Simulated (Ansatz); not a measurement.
## The (311) surface of germanium in its 1x1 cell, relaxed from an ideal cut (the real face may reconstruct), outermost plane spacing 1.30 Å in the ideal cut

Method: PBE (plane waves to 420 eV, PAW; Ansatz, a first-principles code).

Set-up: 14 atoms, 11.7 Å thick at the start; mesh 7x4x1; 0.025 eV smearing; dipole correction on; all atoms relaxed; held to the part of the start's symmetry that mesh and held atoms allow; no spin (no spin-polarised run to compare, though such a face may carry moments), no spin-orbit, no U. The slab shows no gap on its mesh.

```json
{
  "surface energy (mean of both faces)": "1.06 J/m²",
  "surface_energy_before_relaxation": "1.34 J/m²",
  "work_function_of_the_top_face": "4.27 eV",
  "energy_released_by_relaxation": "0.96 eV",
  "cost": "roughly 11 core-minutes"
}
```
